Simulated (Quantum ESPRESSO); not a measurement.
Input and output of a self-consistent single point for LuNi4Sn (R3m, 6 atoms in the cell) (Quantum ESPRESSO).

Method of the run: LDA (PZ), PSlibrary ultrasoft (LDA) pseudopotentials (plane waves; Quantum ESPRESSO).

```yaml
crystal:
  lattice:
    - [0.00000, 3.51295, 3.51295]
    - [3.51295, 0.00000, 3.51295]
    - [3.51295, 3.51295, 0.00000]
  atoms:
    - { symbol: Lu, position: [0.00411, 0.00411, 0.00411] }
    - { symbol: Ni, position: [0.62479, 0.62479, 0.62479] }
    - { symbol: Ni, position: [0.12563, 0.62479, 0.62479] }
    - { symbol: Ni, position: [0.62479, 0.62479, 0.12563] }
    - { symbol: Ni, position: [0.62479, 0.12563, 0.62479] }
    - { symbol: Sn, position: [0.25000, 0.25000, 0.25000] }
```

Reference input (self-consistent single point, DFT, LDA (PZ), plane waves, PSlibrary ultrasoft (LDA) pseudopotentials): ecutwfc = 55 Ry; ecutrho = 440 Ry; occupations = smearing; smearing = gaussian; degauss = 0.0073499 Ry; K_POINTS = automatic 4 4 4 0 0 0; conv_thr = 1e-11 Ry; mixing_beta = 0.3. This run's input differs from it in these lines:

```diff
@@ -16,3 +16,3 @@
    smearing = 'gaussian'
-   degauss = 0.0073499
+   degauss = 0.02205
 /
@@ -34,3 +34,3 @@
 K_POINTS automatic
-4 4 4  0 0 0
+9 9 9  0 0 0
 CELL_PARAMETERS alat
```

Output, abridged:

```
     Self-consistent Calculation

     iteration #  1     ecut=    55.00 Ry     beta= 0.30

     total energy              =    -687.66289443 Ry
     estimated scf accuracy    <       1.70960917 Ry

     iteration #  2     ecut=    55.00 Ry     beta= 0.30

     total energy              =    -687.90491830 Ry
     estimated scf accuracy    <       3.96063043 Ry

     iteration #  3     ecut=    55.00 Ry     beta= 0.30

     total energy              =    -688.26355120 Ry
     estimated scf accuracy    <       0.02591616 Ry

   [... 10 blocks of this kind left out ...]

     iteration # 14     ecut=    55.00 Ry     beta= 0.30

     total energy              =    -688.27608896 Ry
     estimated scf accuracy    <          1.0E-10 Ry

     iteration # 15     ecut=    55.00 Ry     beta= 0.30
     End of self-consistent calculation

     the Fermi energy is    13.5728 ev

!    total energy              =    -688.27608896 Ry
     estimated scf accuracy    <          6.8E-12 Ry
     smearing contrib. (-TS)   =      -0.01796842 Ry
     internal energy E=F+TS    =    -688.25812054 Ry

     convergence has been achieved in  15 iterations

     Forces acting on atoms (cartesian axes, Ry/au):

     atom    1 type  1   force =    -0.00685654   -0.00685654   -0.00685654
     atom    2 type  2   force =     0.00066721    0.00066721    0.00066721
     atom    3 type  2   force =     0.00141249    0.00027808    0.00027808
     atom    4 type  2   force =     0.00027808    0.00027808    0.00141249
     atom    5 type  2   force =     0.00027808    0.00141249    0.00027808
     atom    6 type  3   force =     0.00422067    0.00422067    0.00422067

     Total force =     0.014222     Total SCF correction =     0.000006

          total   stress  (Ry/bohr**3)                   (kbar)     P=     -136.83
  -0.00093014   0.00001787   0.00001787         -136.83        2.63        2.63
   0.00001787  -0.00093014   0.00001787            2.63     -136.83        2.63
   0.00001787   0.00001787  -0.00093014            2.63        2.63     -136.83

   JOB DONE.
```

The run converged in 15 iterations. Against the reference run the free energy falls by 20.7 meV/atom, the pressure goes from -13.89 to -13.68 GPa and the largest force goes from 0.275 to 0.305 eV/Å.

The starting cell comes from a database of computed structures (which also holds hypothetical and non-ambient phases and stackings), without a prior relaxation at this level. Its lattice was rescaled by up to half a per cent. One atom was moved a little off its site on purpose. Spin polarisation is off. With a pressure of about -14 GPa the cell is away from its equilibrium volume at this level.

Cost on one core of a shared machine: roughly 6 min.
